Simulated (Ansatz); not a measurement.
Au: isotropic strain −2.50 %

The parent structure is Au in the fcc (Cu type) structure (space group Fm-3m, No. 225; a = 4.083 Å; relaxed with 0.1 eV smearing).

Modification: every lattice vector is shortened by 2.50 %; the atoms relax in the strained cell.

Calculations: PBEsol in Ansatz (plane waves to 420 eV, PAW, no spin-orbit coupling). Γ-centred 28×28×28 mesh, Fermi–Dirac width 0.1 eV.

```json
[
 {"quantity": "volume per atom", "base": "17.02 Å³", "changed": "15.77 Å³", "shift": "-1.245 Å³"},
 {"quantity": "space group", "base": "Fm-3m (No. 225)", "changed": "Fm-3m (No. 225)", "shift": "–"},
 {"quantity": "shortest interatomic distance", "base": "5.456 bohr", "changed": "5.319 bohr", "shift": "-0.1364 bohr"},
 {"quantity": "energy relative to the base (free energy F)", "base": "0 meV/atom", "changed": "+59 meV/atom", "shift": "+59 meV/atom"},
 {"quantity": "pressure", "base": "0.0 GPa", "changed": "16.5 GPa", "shift": "+16.5 GPa"},
 {"quantity": "band gap", "base": "zero", "changed": "zero", "shift": "–"}
]
```

Final structure:

```
Au
1.0
    0.00000     1.99045     1.99045
    1.99045     0.00000     1.99045
    1.99045     1.99045     0.00000
Au
1
Direct
  0.00000   0.00000   0.00000
```

Cost of the whole job for the changed cell (relaxation, final SCF and bands): about 12 core-seconds (a rough figure).

Stability against distortions was not tested.

Ansatz is an electronic-structure program.
